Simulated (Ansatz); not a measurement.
## CdF2 under a change: pressure 4.5 GPa

Base system: CdF2 in the fluorite structure (space group Fm-3m, No. 225; a = 5.384 Å).

The change: a hydrostatic pressure of 4.5 GPa.

Calculations: PBEsol, PAW, 420 eV (Ansatz, a program for electronic structure; no SOC). k-mesh 11×11×11 (Γ-centred); smearing 0.05 eV (Fermi–Dirac).

| quantity | base | changed | shift |
|---|---|---|---|
| density | 6.40 g/cm³ | 6.65 g/cm³ | +0.25 g/cm³ |
| shortest interatomic distance | 2.331 Å | 2.302 Å | -0.029 Å |
| enthalpy H = E + PV relative to the base's energy | – | +0.36 eV/atom | – |
| band gap | 2.94 eV | 3.07 eV | +0.13 eV |
| gap character | indirect, W → Γ | indirect, W → Γ | – |
| smallest direct gap | 3.43 eV | 3.51 eV | +0.08 eV |
| mean gap deformation potential ΔEg/Δln V | – | -3.5 eV | – |
| width of the top valence band | 0.49 eV | 0.44 eV | -0.042 eV |
| electron mass | 0.37 mₑ (at Γ) | 0.37 mₑ (at Γ) | – |

Load acts through the strain it causes; cell and atoms are relaxed under it. Masses are band curvatures over ±0.01 Å⁻¹ around the edge. Whether these cells are dynamically stable was not tested.
